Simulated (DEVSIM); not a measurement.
System: abrupt In0.53Ga0.47As n-p junction, at 300 K.

Layer 1 from the left is In0.53Ga0.47As, thickness (μm) 5.20, Nd (cm⁻³) 8.4e16, τn (s) 8.1e-10, τp (s) 8.1e-10. Layer 2 from the left is In0.53Ga0.47As, thickness (μm) 0.600, Na (cm⁻³) 9.3e17, τn (s) 8.1e-10, τp (s) 8.1e-10.

Left contact: ohmic. Right contact: ohmic. Voltage is applied to the left contact. Recombination: SRH at mid-gap, Auger. Mobility is constant in doping.

This is a model device: material constants are rounded textbook-type values typed into the input, and sizes, dopings and lifetimes were drawn at random. Values at 300 K.

In0.53Ga0.47As: gap (eV) 0.74, affinity (eV) 4.51, permittivity 13.9, Nc (cm⁻³) 2.1e17, Nv (cm⁻³) 7.7e18, μn (cm²/Vs) 12000, μp (cm²/Vs) 300, Cn (cm⁶/s) 5e-29, Cp (cm⁶/s) 5e-29.

Problem. Estimate by hand the built-in potential, the peak field at zero bias, and compare with a numerical solution.

Solution. 
- Built-in potential: ni = √(Nc Nv) exp(−Eg/2kT) = 7.74e11 cm⁻³ with Eg = 0.740 eV; Vbi = kT/q ln(Na Nd/ni²) = 0.662 V; numerical 0.662 V.
- Peak field at zero bias: depletion approximation: W = √(2εVbi/(qN)) = 0.115 μm with N = 7.70e16 cm⁻³; field = 2Vbi/W = 115000 V/cm; numerical 112000 V/cm (estimate above by 2.8 %).

Model (solved in DEVSIM): 1D drift-diffusion, Boltzmann statistics, complete ionisation; no tunnelling, impact ionisation, image-force lowering or self-heating.
